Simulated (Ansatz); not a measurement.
Start from an 8-atom supercell of Al in the fcc (Cu type) structure (space group Fm-3m, No. 225; a = 3.991 Å) at its relaxed geometry.

Method: Ansatz (a program for electronic structure) r2SCAN, no spin-orbit coupling, earlier PAW set.

One neutral defect a cell, atoms relaxed at fixed cell.

One change was made to it. Results:

| quantity | base | after |
|---|---|---|
| pressure | -0.3 GPa | 14.5 GPa |
| largest displacement of a host atom from its site in the perfect cell | – | 0.15 Å |

### Question
Name the change that was made.
(A) Y on a Al site, symmetric start
(B) In on a Al site
(C) Li interstitial (started 2.00 Å from the nearest host atom)

### Answer
C, Li interstitial (started 2.00 Å from the nearest host atom). For comparison, the pressure in the other runs: In on a Al site gives 7.2 GPa; Y on a Al site, symmetric start gives 12.0 GPa.

The cell is small, so the values are those of an ordered compound at a high defect concentration; dilute-limit values will differ. Defects with a symmetric start kept the site's symmetry and may sit on a saddle; the others started slightly shaken. All final runs are without spin polarisation.
